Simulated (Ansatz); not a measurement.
Input:

```
PbF2
1.0
    0.00000     2.63933     2.63933
    2.63933     0.00000     2.63933
    2.63933     2.63933     0.00000
Pb F
1 2
Direct
  0.00000   0.00000   0.00000
  0.25000   0.25000   0.25000
  0.75000   0.75000   0.75000
```

No spin polarisation.

Method: DFT with r2SCAN, PAW potentials and a 500 eV plane-wave cutoff in Ansatz (an electronic-structure program), scalar-relativistic without spin-orbit coupling. Settings: 10×10×10 k-points, 0.05 eV Fermi–Dirac smearing.

Q: What is the computed smallest direct gap?

A: 4.72 eV.

Q: What band gap does the calculation give?

A: 4.21 eV.

With Pb present, leaving out spin-orbit coupling can change the band edges. Load acts through the strain it causes; cell and atoms are relaxed under it. Stability against distortions was not tested. No other phases were tried under pressure. The cell was made from PbF$_{2}$ in the fluorite structure (space group Fm-3m, No. 225) by this change: pressure 60 GPa.
